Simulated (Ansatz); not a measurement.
Ansatz (a first-principles code), DFT, PBE, plane waves, its default PAW files: unreconstructed Si(100) slab of 6 layers, 2x2, O adatom, atoms displaced (Si24O), unrelaxed, 25 atoms. Basis and mesh were picked for this test and aren't claimed converged.

```yaml
cell: 7.68, 7.68, 18.39 Å; 90, 90, 90°
distance_to_the_nearest_atom: 2.04 to 2.38 Å
task: single point
k mesh: 4×4×1
hamiltonian.xc: pbe
kind_of_files: paw
scf.occupations.method: fermi_dirac
scf.occupations.width: 0.05 eV
scf.initial_density.chi_scale: 0.1
output.forces: true
binding of workers (--pin): off
k-point pools (--kpoint-pools): 1
memory maximum (--max-ram): 8GiB
accuracy: medium (default)
basis.precision: auto (default)
basis.xc_grid: 2 (default)
scf.eigensolver.kind: auto (default)
scf.convergence.dr2_threshold: 1e-07 (default)
scf.lower_state_search: light (default)
k-points after symmetry: 10
bands_at_the_start: 76
electrons: 102
plane waves at Γ: 21201
cutoff (eV): 420
FFT grid: 54×54×125
symmetry_operations: 1
```

Settings of this run: scf.mixing.algorithm = broyden, scf.mixing.preconditioner = auto, scf.mixing.beta = 0.1; 4 threads.

| iteration | dr2 (eV) | Hψ |
|---|---|---|
| 1 | 5.72e2 | 4667 |
| 2 | 3.86e2 | 3075 |
| 3 | 1.29e2 | 4721 |
| 4 | 1.21e2 | 1346 |
| 5 | 3.20e1 | 2739 |
| 6 | 2.24e1 | 1616 |
| 7 | 1.41e2 | 1952 |
| 8 | 2.55e1 | 2539 |
| 9 | 5.36e0 | 1664 |
| 10 | 8.65e0 | 977 |
| 11 | 8.47e0 | 763 |
| 12 | 2.69e0 | 1095 |
| 13 | 6.85e0 | 1388 |
| 14 | 1.07e0 | 1349 |
| 15 | 1.26e0 | 739 |
| 16 | 9.38e-2 | 917 |
| 17 | 1.19e-1 | 1515 |
| 18 | 1.44e-1 | 734 |
| 19 | 4.36e-2 | 667 |
| 20 | 2.06e-2 | 742 |
| 21 | 3.02e-2 | 668 |
| 22 | 2.59e-3 | 742 |
| 23 | 1.03e-3 | 825 |
| 24 | 4.81e-4 | 644 |
| 25 | 3.87e-5 | 642 |
| 26 | 3.32e-5 | 760 |
| 27 | 1.40e-5 | 1057 |
| 28 | 6.25e-6 | 643 |
| 29 | 1.86e-6 | 777 |
| 30 | 1.30e-6 | 659 |
| 31 | 8.92e-7 | 642 |
| 32 | 6.38e-7 | 643 |
| 33 | 1.73e-7 | 1176 |
| 34 | 6.16e-8 | 5502 |

It converged after 34 SCF iterations.

**Question.** The cycle is slow. Which setting should be changed?

**Answer.** This is not unique; one that fits is scf.mixing.beta = 0.7 (18 SCF iterations), all else kept. The other changes of this size gave: scf.mixing.beta = 0.3 (20); scf.mixing.beta = not set (22); scf.mixing.beta = 1 (22). In that run the program took: scf.mixing.preconditioner LDOS, scf.eigensolver.kind band_cg, --slots 4. The change moves the result by: energy under 0.001 meV/atom, forces (largest component) 0.084 meV/Å. Counts are of single runs.

Keys are those of Ansatz 0.2.
